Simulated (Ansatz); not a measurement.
**Response to strain in WSi2**

Consider WSi₂ (space group I4/mmm, No. 139; a = 3.212 Å, c = 7.807 Å; relaxed with 0.1 eV smearing). Axes: x, y, z lie along a, b, c of the conventional cell.

Strains are applied to the cell and any free atomic positions relax; under biaxial strain the out-of-plane vector relaxes too.

All numbers come from Ansatz (an electronic-structure program) r2SCAN, scalar-relativistic without spin-orbit coupling, earlier PAW set.

Notes on the quantities. pressure: mean of the normal stresses, compression positive.

```tsv
variant	volume per atom	space group	pressure
base	13.42 Å³	I4/mmm (No. 139)	0.0 GPa
biaxial strain +0.51 %, plane normal [001], relaxed out of plane	13.54 Å³	I4/mmm (No. 139)	-1.8 GPa
biaxial strain +4.36 %, plane normal [001], relaxed out of plane	14.44 Å³	I4/mmm (No. 139)	-12.9 GPa
isotropic strain −5.62 %	11.29 Å³	I4/mmm (No. 139)	59.4 GPa
isotropic strain +1.31 %	13.96 Å³	I4/mmm (No. 139)	-8.4 GPa
isotropic strain +2.24 %	14.35 Å³	I4/mmm (No. 139)	-13.4 GPa
uniaxial strain ε_xx = +2.78 %	13.80 Å³	Immm (No. 71)	[?]
tensor shear ε_xy = −1.07 %	13.42 Å³	Fmmm (No. 69)	0.1 GPa
```

Problem. Complete the table.

Solution. 
- uniaxial strain ε_xx = +2.78 %, pressure: -5.7 GPa

Stability against distortions was not tested. The final runs are not spin-polarised.
